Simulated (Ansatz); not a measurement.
System: CaScHO2 (model structure, started from the SrVO2H type, P4/mmm, No. 123, 5 atoms in the cell). Method: r²SCAN in Ansatz (plane waves, PAW).

Run with plane-wave cutoff 560 eV, 8×8×10 k mesh (along the axes of the cell as run), Fermi–Dirac smearing 0.01 eV, scalar-relativistic PAW data made under PBE.

Cell (relaxed at this level):

Space group P4/mmm (No. 123); a = b = 4.0676 Å, c = 3.7093 Å, α = β = γ = 90.00°

```tsv
atom	site	symmetry	x	y	z
Ca	1d	4/mmm	0.5000	0.5000	0.5000
Sc	1a	4/mmm	0.0000	0.0000	0.0000
O	2f	mmm.	0.0000	0.5000	0.0000
H	1b	4/mmm	0.0000	0.0000	0.5000
```

Problem. Give the computed band gap, smallest direct gap on the k points sampled and direct gap at Γ.

Solution. 
* **band gap**: 2.70 eV (indirect)
* **smallest direct gap on the k points sampled**: 3.15 eV
* **direct gap at Γ**: 4.67 eV

Note: the relaxation could raise the start's symmetry but not lower it, so the cell can be a saddle point.

The computed numbers hold no vibrational or temperature effects.

A model structure was made by putting elements into a prototype or built by hand; it is no filed structure, need not be a known phase, and can be a saddle point held by its symmetry.

Ansatz is a program for electronic structure.
